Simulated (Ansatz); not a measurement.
Abridged Ansatz (a program for electronic structure) output:

```
Pseudopotential: Cu, paw, valence charge 19
Crystal: 1 atoms, lattice volume = 11.461 Å³
Basis set: ecut = 500 eV, 283 PW (Γ), exchange–correlation on 80×80×80 points (64 copies of the dense FFT grid, shifted against one another)
Bands: 14, of which v1, the nominal top of the filled ones, is band 10 counted from 1 (9 counted from 0)
Symmetry: 48 space group operations
k-points: 328 of 10648
Functional: x = r2scan, c = r2scan; τ floored in thin density (d = 2e-4 eV/Å³)
SCF iter   1: F=—  HF=-6631.751990 eV  |F-HF|=—  |Δ(HF+E_count)|=         —  Δρ=2.08e-1  dr2=3.00e0  dr2_τ=3.43e-3  ethr=3.10e-3  ⟨swp⟩=5.6  Hψ=23357  notcnv=0
SCF iter   2: F=—  HF=-6632.031393 eV  |F-HF|=—  |Δ(HF+E_count)|=   2.79e-1  Δρ=2.01e-1  dr2=2.27e0  dr2_τ=3.86e-2  ethr=3.10e-3  ⟨swp⟩=2.8  Hψ=12232  notcnv=0  defer=80
SCF 1 converged in 10 iterations: F = -6631.255453 eV  dr2 = 3.53e-12
SCF converged after 10 iterations
Free energy (F): -6631.255453 eV
Internal energy: -6631.253539 eV  (E = F + TS)
E sigma→0 (E₀):  -6631.254496 eV
Entropy (-TS):   -0.001915 eV (-1.915 meV/atom)
Fermi energy:    16.786690 eV
--- Forces (eV/Å), atoms counted from 1 ---
  atom   1  Cu    -0.00000000     0.00000000    -0.00000000
--- Stress (GPa, compression-positive) ---
        0.004355       0.000000       0.000000
        0.000000       0.004355      -0.000000
       -0.000000      -0.000000       0.004355
  P = ⅓ Tr σ = 0.0044 GPa (0.044 kbar)
```

### Question
What was computed, and what are the main results?

### Answer
Cu, 1 atom in the cell, with r2SCAN/PAW in Ansatz, without spin-orbit coupling, earlier PAW set. The last SCF converged to F = -6631.255453 eV, or -6631.2555 eV per atom, at a pressure of 0.00 GPa. The total energy compares only with runs of the same code, potentials and settings.

No phonon test of stability was made. All final runs are without spin polarisation. The cell is Cu in the fcc (Cu type) structure (space group Fm-3m, No. 225).
